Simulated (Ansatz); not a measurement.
**Response to strain in Nb**

Take Nb in the bcc (W type) structure (space group Im-3m, No. 229; a = 3.3045 Å; relaxed with 0.1 eV smearing) as the base. Axes: x, y, z lie along the cube axes.

Strains are applied to the cell and any free atomic positions relax; under biaxial strain the out-of-plane vector relaxes too.

All numbers come from Kohn–Sham DFT with the r2SCAN functional, run in Ansatz (an electronic-structure program) with PAW and 500 eV plane waves, no spin-orbit coupling.

| biaxial strain, plane normal [001], relaxed out of plane (%) | out-of-plane strain (%) |
|---|---|
| 0 | 0.00 |
| 0.5 | -0.55 |
| 1 | -1.11 |
| 1.5 | -1.68 |
| 2 | ? |
| 2.5 | -2.89 |
| 3 | -3.47 |

Problem. Fit ε⊥ = −νε + γε² (strains in %) to the rows shown and predict the withheld row.

Solution. Least squares on the printed values gives ν = 1.09 (the biaxial Poisson response) and γ = -0.024 (largest residual 0.02 %); this predicts -2.27 %, and the run gives -2.28 %, in agreement.

Whether these cells are dynamically stable was not tested. All final runs are without spin polarisation.
